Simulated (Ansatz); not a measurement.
Band structure of Mg₂Cu (Ibam, 6 atoms in the cell).

```yaml
crystal:
  lattice:
    - [-3.19527, 3.20147, 2.59491]
    - [3.19527, -3.20147, 2.59491]
    - [3.19527, 3.20147, -2.59491]
  atoms:
    - { symbol: Mg, position: [0.66795, 0.83211, 0.50006] }
    - { symbol: Mg, position: [0.33205, 0.16789, 0.49994] }
    - { symbol: Mg, position: [0.83205, 0.33211, 0.16416] }
    - { symbol: Mg, position: [0.16795, 0.66789, 0.83584] }
    - { symbol: Cu, position: [0.75000, 0.75000, 0.00000] }
    - { symbol: Cu, position: [0.25000, 0.25000, 0.00000] }
```

Method: PBEsol, PAW files made with PBE (plane waves; Ansatz, a quantum-chemistry and plane-wave program).

Settings: kpoints.mp_grid.grid = 5 5 5; hamiltonian.xc = pbesol; hamiltonian.pseudopotentials = {kind: paw} (the program's default PAW files); scf.occupations.method = fermi_dirac; scf.occupations.width = 0.1 eV; kpoints.band_path.npoints = 8.

The starting cell comes from a database of computed structures (which also holds hypothetical and non-ambient phases and stackings), without a prior relaxation at this level. Spin polarisation is off.

Levels in eV from the Fermi level, bands 36 to 43:
```csv
point,36,37,38,39,40,41,42,43
Γ,-0.81,-0.81,-0.21,-0.02,0.72,0.73,0.99,1.63
X,-2.57,-2.57,-2.57,-1.99,0.36,3.11,3.15,3.16
L,-2.57,-2.57,-2.57,-1.99,0.36,3.10,3.15,3.16
T,-3.22,-1.55,-1.55,-0.99,-0.99,2.09,2.09,5.36
W,-3.14,-2.72,-2.72,2.03,2.03,2.70,2.70,3.11
R,-3.22,-1.55,-1.55,-0.98,-0.98,2.06,2.06,5.35
X1,-2.57,-2.57,-2.57,-1.99,0.36,3.11,3.15,3.16
Z,-2.61,-2.61,-2.11,-2.06,-0.92,3.98,3.98,4.18
Y,-2.61,-2.61,-2.11,-2.06,-0.92,3.98,3.98,4.18
S,-2.61,-0.93,-0.57,0.17,0.29,0.90,1.80,2.47
```

Bands cross the Fermi level along this path, so the cell is metallic at this level.

Keys are those of Ansatz 0.2.
